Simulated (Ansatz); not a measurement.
## Se under a change: electrons 3.0×10^21 cm⁻³

Take Se (space group P3_121, No. 152; a = 4.5345 Å, c = 5.0415 Å; made of chains) as the base.

It is then changed as follows: electron doping at 3.0×10^21 cm⁻³ (0.269 per cell), with a uniform compensating background at fixed cell and a 300 K Fermi–Dirac width.

All numbers come from Ansatz (a first-principles code), PBE, PAW, cutoff 420 eV, scalar-relativistic without spin-orbit coupling. Settings: 15×15×12 k-points, 0.0259 eV Fermi–Dirac smearing.

- Gap between the host's bands = 1.06 eV (base 1.04 eV)
- Gap character = indirect, L → H (base indirect, L → H)
- Largest internal atomic displacement = 0.013 Å
- Fermi level relative to the doped band's edge (positive inside the band; to 0.05 eV) = +0.40 eV

Charged cell with a jellium background: band edges are those of the host's band count, energies are not comparable with the neutral cell, and many-body gap narrowing is missing. Whether these cells are dynamically stable was not tested. No dispersion term is included, though the crystal is made of layers, chains or molecules, so its spacings can come out too wide.
